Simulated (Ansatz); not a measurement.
# CoSi2: response to strain

Take CoSi2 (space group Fm-3m, No. 225; a = 5.315 Å; not spin-polarised; relaxed with 0.1 eV smearing) as the base.

Strains are applied to the cell and any free atomic positions relax.

All numbers come from Ansatz (an electronic-structure program) r2SCAN, no spin-orbit coupling, earlier PAW set.

```csv
isotropic strain (%),pressure (GPa)
-5.3,46.1
-2.32,?
-0.44,2.7
0,0.0
2.27,-11.4
2.99,-14.2
5,-20.5
```

Q: Fit P = P₀ − Bδ + Cδ² with δ = (1 + ε)³ − 1 to the rows shown and predict the withheld row.

A: Least squares on the printed values gives P₀ = 0.4 GPa, B = 217 GPa, C = 561 GPa (largest residual 0.7 GPa); this predicts 17.8 GPa, and the run gives 16.2 GPa, 1.6 lower.

Stability against distortions was not tested. Starting moments died away, wholly or in part, for the base; another magnetic solution may exist. All final runs are without spin polarisation. An odd electron count without spin: CoSi2.
